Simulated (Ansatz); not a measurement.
The parent structure is LiF in the zinc blende structure (space group F-43m, No. 216; a = 4.3642 Å; a hypothetical phase, not in the database extracts checked).

(Cell as relaxed with PBE.)

Levels (all Ansatz, a program for electronic structure, PAW): PBE (420 eV, without spin-orbit coupling); r2SCAN (500 eV, without spin-orbit coupling).

Each level relaxes its own structure.

```csv
base,PBE,r2SCAN
volume per atom,10.39 Å³,9.87 Å³
lattice parameter a,4.364 Å,4.290 Å
band gap,7.65 eV,8.66 eV
```

It is then changed as follows: a hydrostatic pressure of 100 GPa.

```csv
quantity,PBE,r2SCAN
lattice parameter a,3.596 Å,3.575 Å
"hole mass (degenerate bands, along [100])","1.3, 2.5, 2.5 mₑ (at Γ)","1.3, 2.4, 2.4 mₑ (at Γ)"
"valley order (the lowest conduction-band minima on the path, energy above the VBM, named in the base's zone)",Γ 11.77 eV; X along ⟨100⟩ 12.15 eV,Γ 12.89 eV; X along ⟨100⟩ 13.10 eV
```

PBE's lattice parameter a lies 0.0202 Å above r2SCAN's (0.6 %); both order the valleys alike. Neither level is exact; r2SCAN is the comparison here, not a measurement.

Load acts through the strain it causes; cell and atoms are relaxed under it. Masses are band curvatures over ±0.01 Å⁻¹ around the edge. Whether these cells are dynamically stable was not tested. Competing high-pressure phases were not computed.
